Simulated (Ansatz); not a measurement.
A relaxation of the atoms of PbF2 (I4mm, 3 atoms in the cell) with Ansatz (a program for electronic structure).

Method: LDA (PW92), default PAW files made with PBE (plane waves; Ansatz).

The change in words: one atom moved by 0.15 angstrom; relax: default → atoms; relax.f_tol: default → 0.001 eV/Å. Reference geometry:
```xyz
3
Lattice="0.0000 2.9552 2.9552 2.9552 0.0000 2.9552 2.9552 2.9552 0.0000" Properties=species:S:1:pos:R:3 pbc="T T T"
Pb     0.0000     0.0000     0.0000
F      1.4776     1.4776     1.4776
F      4.4327     4.4327     4.4327
```

Reference input (self-consistent single point, DFT, LDA (PW92), plane waves, default PAW files made with PBE): basis.ecutwfc = 420 eV; kpoints.mp_grid.grid = 7 7 7; hamiltonian.xc = lda; hamiltonian.pseudopotentials = {kind: paw} (the program's default PAW files); scf.occupations.method = fermi_dirac; scf.occupations.width = 0.02 eV. This run's input differs from it in these lines:

```diff
@@ -7,3 +7,3 @@
   atoms:
-    - { symbol: Pb, position: [0.000000, 0.000000, 0.000000] }
+    - { symbol: Pb, position: [0.025379, 0.025379, -0.025379] }
     - { symbol: F, position: [0.250000, 0.250000, 0.250000] }
@@ -23,2 +23,4 @@
     width: 0.02
+relax:
+  f_tol: 0.001
 output:
```

Output (repeated stretches shortened):

```
   [... SCF lines of the steps left out ...]
relax step   1: F+E_penalty+E_count = -13191.22075306 eV  Δ(F+E_penalty+E_count) = +0.000e0 eV  max|allowed force component| = 1.785e-1 eV/Å  Δτ_max = 0.0000 Å  (6 SCF iters, dr2 threshold 1.00e-7 eV, accepted)
relax step   2: F+E_penalty+E_count = -13191.22597640 eV  Δ(F+E_penalty+E_count) = -5.223e-3 eV  max|allowed force component| = 1.306e-1 eV/Å  Δτ_max = 0.0226 Å  (4 SCF iters, dr2 threshold 1.99e-6 eV, accepted)
relax step   3: F+E_penalty+E_count = -13191.23320764 eV  Δ(F+E_penalty+E_count) = -7.231e-3 eV  max|allowed force component| = 7.951e-3 eV/Å  Δτ_max = 0.0722 Å  (6 SCF iters, dr2 threshold 1.07e-6 eV, accepted)
relax step   4: F+E_penalty+E_count = -13191.23323857 eV  Δ(F+E_penalty+E_count) = -3.093e-5 eV  max|allowed force component| = 6.129e-4 eV/Å  Δτ_max = 0.0048 Å  (5 SCF iters, dr2 threshold 3.95e-9 eV, accepted)
relax step   5: F+E_penalty+E_count = -13191.23323857 eV  Δ(F+E_penalty+E_count) = -6.512e-10 eV  max|allowed force component| = 6.141e-4 eV/Å  Δτ_max = 0.0000 Å  (2 SCF iters, accepted)
the relaxation is at rest under the 8 symmetry operations that the run kept from its start: a minimum is not shown …
Stability not checked: this state was not tested for a lower state beside it, because too few of the mixer's solves of this state at the end of the SCF gave a …
Free energy (F): -13191.233239 eV
Internal energy: -13191.233239 eV  (E = F + TS)
E sigma→0 (E₀):  -13191.233239 eV
Fermi energy:    6.834357 eV
--- Forces (eV/Å), atoms counted from 1 ---
  atom   1  Pb     0.00000000     0.00000000    -0.00061598
  atom   2  F      0.00000000     0.00000000     0.00030510
   [... lines left out ...]
  F+E_penalty+E_count = -13191.23323857 eV   max|allowed force component| = 6.141e-4 eV/Å
  atoms:
    - { symbol: Pb, position: [0.008527496635943628, 0.008527496635943628, -0.008527496635943628] }
    - { symbol: F, position: [0.2584257516820282, 0.2584257516820282, 0.2415742483179718] }
    - { symbol: F, position: [0.7584257516820283, 0.7584257516820283, 0.7415742483179719] }
```

The run converged. 

Summary of the result:
- Free energy E − TS (on the zero of these files) = -13191.2332 eV
- Top of the valence band (on the code's own zero) = 4.67 eV
- Gap on the k-point mesh = 4.30 eV
- Pressure = -3.95 GPa
- Relaxation steps = 5

The starting cell has typed, rounded lattice constants, without a prior relaxation at this level. Its lattice was rescaled by up to half a per cent. For this run, on top of that: one atom moved by 0.15 angstrom. Spin-orbit coupling is off. The relaxation keeps the symmetry of its start, so its end need not be a minimum. Ansatz's pressure includes its estimate of the finite-basis (Pulay) stress. Without the estimate this run gives -4.61 GPa.

Keys are those of Ansatz 0.2.
